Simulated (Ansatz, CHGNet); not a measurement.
For CsCl-type CoGa, the machine-learned potential CHGNet 0.3.0 (trained on PBE and PBE+U data) gives:

```
Item                               Result
-------------------------  --------------
lattice parameter a               2.882 Å
TO(Γ) frequency                   79 cm⁻¹
elastic constant C11              180 GPa
elastic constant C44             44.5 GPa
polycrystal shear modulus        23.7 GPa
enthalpy of formation      -0.313 eV/atom
```

### Question
What does r²SCAN (Ansatz, a quantum-chemistry and plane-wave program, PAW) give for the same quantities?

### Answer

- lattice constant a: 2.844 Å (drops by 1.3 %)
- zone-centre TO phonon frequency: 245 cm⁻¹ (grows by 210 %)
- elastic constant C11: 276 GPa (grows by 53 %)
- elastic constant C44: 125 GPa (goes up by 180 %)
- Voigt–Reuss–Hill shear modulus: 90.1 GPa (goes up by 280 %)
- formation enthalpy: -0.175 eV/atom (moves by +0.138 eV/atom)

For comparison: lattice constant a 2.878 Å (measured, temperature not stated, copied from a table, unchecked, not corrected to a static lattice; as tabulated in Monatshefte fuer Chemie und verwandte Teile anderer Wissenschaften 123, 509 (1992)).

Changes are worked out from the printed values.

Unless a cell is named, each level is at its own relaxed cell (CHGNet 0.3.0 11.97, r²SCAN 11.50 Å³/atom).

The crystal itself was run without spin with r²SCAN; a magnetic state was not tried in these runs.

Ansatz's density-functional and Hartree–Fock values are scalar-relativistic unless marked +SOC, with PAW data made under PBE.
